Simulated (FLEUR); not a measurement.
Band structure of Ru (P6_3/mmc, 2 atoms in the cell).

```yaml
crystal:
  lattice:
    - [1.35500, -2.34693, 0.00000]
    - [1.35500, 2.34693, 0.00000]
    - [0.00000, 0.00000, 4.28000]
  atoms:
    - { symbol: Ru, position: [0.33333, 0.66667, 0.25000] }
    - { symbol: Ru, position: [0.66667, 0.33333, 0.75000] }
```

Method: PBE, all-electron FLAPW (FLEUR), scalar-relativistic valence.

Settings: Kmax = 4.3 1/bohr; GmaxXC = 17.2 1/bohr; xcFunctional = pbe; jspins = 1; l_soc = F; mode = hist; fermiSmearingEnergy = 0.00499791 Htr; mesh (inpgen div1-3) = 9 9 5; inpgen gamma flag = false; Gmax = 17.2 1/bohr; numbands = 0; maxIterBroyd = 40; imix = Anderson; alpha = 0.05.

The starting cell has typed, rounded lattice constants, without a prior relaxation at this level. Spin polarisation is off. Values depend on the basis (sphere radii, cutoffs, local orbitals), which need not be converged.

Levels in eV from the Fermi level, bands 11 to 18:
```
point     11     12     13     14     15    16    17    18
-----  -----  -----  -----  -----  -----  ----  ----  ----
Γ      -2.45  -1.97  -1.97  -1.46  -1.46  1.12  1.12  1.26
M      -2.11  -1.85  -1.56   1.35   1.77  1.86  4.00  6.07
K      -2.89  -2.89  -1.13   0.95   0.95  1.39  6.96  7.16
A      -2.82  -2.82  -2.75  -2.75   0.48  0.48  0.48  0.48
L      -1.12  -1.12   0.39   0.39   1.60  1.60  3.33  3.33
H      -2.77  -2.77  -1.24  -1.24   1.16  1.16  8.40  8.40
```
